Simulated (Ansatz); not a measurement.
Base system: PtSe₂ in the CdI2 type structure (space group P-3m1, No. 164; a = 3.735 Å, c = 5.207 Å; layered, stacked along the Cartesian z axis; relaxed with 0.1 eV smearing).

Level of theory: r2SCAN+rVV10 (Ansatz, a quantum-chemistry and plane-wave program), no spin-orbit coupling.

Base values:

```
Quantity   Result
--------  -------
Pressure  0.0 GPa
```

Now apply this change: the cell is scaled by 1.0121 in all directions, atoms relaxed at fixed cell.

Q: What does the calculation give for the energy relative to the base after the change?

A: The energy grows by 5.8 meV/atom.

Q: Estimate the effect on the pressure.

A: The pressure (mean of the normal stresses, compression positive) goes from zero to -2.3 GPa.

Q: Predict the new largest internal atomic displacement.

A: The largest internal atomic displacement is 0.034 Å.

The cells carry an imposed strain or load. No phonon test of stability was made. All final runs are without spin polarisation.
